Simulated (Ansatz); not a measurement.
**Cubic perovskite BaZrO3: Voigt–Reuss–Hill shear modulus by level of theory**

No measured value is used here.

```
level (code)     value (GPa)  cell (Å³/atom)
---------------  -----------  --------------
LDA (Ansatz)             103           14.27
PBE (Ansatz)             ___           15.11
r²SCAN (Ansatz)          101           14.87
HSE06 (Ansatz)           102           14.73
```

Task: Complete the blanks.

Result: 
- PBE (Ansatz, a quantum-chemistry and plane-wave program), value (GPa): 91.8

Each level is taken at its own relaxed cell. Cutoffs differ between the levels. Ansatz's density-functional and Hartree–Fock values are scalar-relativistic unless marked +SOC, with PAW data made under PBE.
